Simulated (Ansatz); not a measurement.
## What biaxial strain +1.03 %, plane normal [001], relaxed out of plane does to CrCuO2

The parent structure is CrCuO2 (space group R-3m, No. 166; a = 2.964 Å, c = 16.920 Å (hexagonal axes); ferromagnetic). Axes: x lies along a and z along c of the hexagonal cell.

Now apply this change: tensile biaxial strain of 1.03 % in the plane normal to [001], as in epitaxy on a mismatched substrate; the out-of-plane cell vector and the atoms relax.

Level of theory: PBEsol, PAW, 420 eV (Ansatz, an electronic-structure program; without spin-orbit coupling). Settings: 13×13×13 k-points, 0.05 eV Fermi–Dirac smearing.

| quantity | base | changed | shift |
|---|---|---|---|
| space group | R-3m (No. 166) | R-3m (No. 166) | – |
| shortest interatomic distance | 1.829 Å | 1.827 Å | -0.0027 Å |
| energy relative to the base (free energy F) | 0 meV/atom | +1.8 meV/atom | +1.8 meV/atom |
| pressure (mean of the normal stresses, compression positive) | -0.1 kbar | -16.8 kbar | -16.7 kbar |
| band gap | 0.92 eV | 0.99 eV | +0.07 eV |
| gap character | indirect, S₂–F (13 % along) → L | indirect, S₂–F (12 % along) → k = (0, 0.308, -0.385) in the run's primitive reciprocal basis | – |
| smallest direct gap | 1.16 eV | 1.20 eV | +0.04 eV |
| width of the top valence band | 1.92 eV | 1.87 eV | -0.045 eV |
| magnetic state | ferromagnetic | ferromagnetic | – |
| largest site moment | 2.38 μB | 2.39 μB | +0.01 μB |
| out-of-plane strain | – | -0.61 % | – |
| ratio −ε⊥/ε∥ | – | 0.59 | – |

Whether these cells are dynamically stable was not tested. No Hubbard U is applied and the magnetic state is the run's own (CrCuO2 ferromagnetic); other magnetic orders, which need larger cells, were not tried and can change the gap. Where the two band edges lie in opposite spin channels, the gap is a spin-flip gap.
